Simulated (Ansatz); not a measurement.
## MgS: response to strain

Start from MgS in the rock salt structure (space group Fm-3m, No. 225; a = 5.2030 Å).

Strains are applied to the cell and any free atomic positions relax.

Calculations: Ansatz (a first-principles code), r2SCAN, PAW, cutoff 500 eV, scalar-relativistic without spin-orbit coupling.

| isotropic strain (%) | pressure (GPa) |
|---|---|
| -3 | 8.8 |
| -2.5 | 7.1 |
| -2 | ? |
| -1.5 | 4.0 |
| -1 | 2.6 |
| -0.5 | 1.2 |
| 0 | 0.0 |

### Question
Fit P = P₀ − Bδ + Cδ² with δ = (1 + ε)³ − 1 to the rows shown and predict the withheld row.

### Answer
Least squares on the printed values gives P₀ = 0.0 GPa, B = 79.8 GPa, C = 241 GPa (largest residual 0.0 GPa); this predicts 5.5 GPa, and the run gives 5.5 GPa, in agreement.

Stability against distortions was not tested.
